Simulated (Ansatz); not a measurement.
Results of rVV10 (PAW; Ansatz, a program for electronic structure) for cubic perovskite BaZrO3.

Settings: plane-wave cutoff 500 eV, 8×8×8 k mesh, gaussian smearing 0.02 eV, scalar-relativistic PAW data made under PBE.

Computed at the level's own relaxed cell.

### Question
Predict the volume per atom, equilibrium lattice constant a and band gap.

### Answer

volume per atom: 15.23 Å³/atom
equilibrium lattice constant a: 4.238 Å
band gap: 3.18 eV (on the SCF k mesh)

Measured, for comparison: band gap 5.3 eV (temperature not stated, not corrected to a static lattice, first of three measured values (5.3, 4.86, 4.8), our sources range from 4.86 to 5.30; as tabulated in Lindman et al. (2015), arXiv:1503.06612); equilibrium volume per atom 14.72 Å³/atom, lattice constant a 4.191 Å (temperature not stated, not corrected to a static lattice; as tabulated in Evaestov et al. (2010), arXiv:1010.1170). Computed (rounded) less measured: equilibrium volume per atom +3.5 %, lattice constant a +1.1 %.

Spin–orbit coupling is not included.

The computed numbers hold no vibrational or temperature effects.
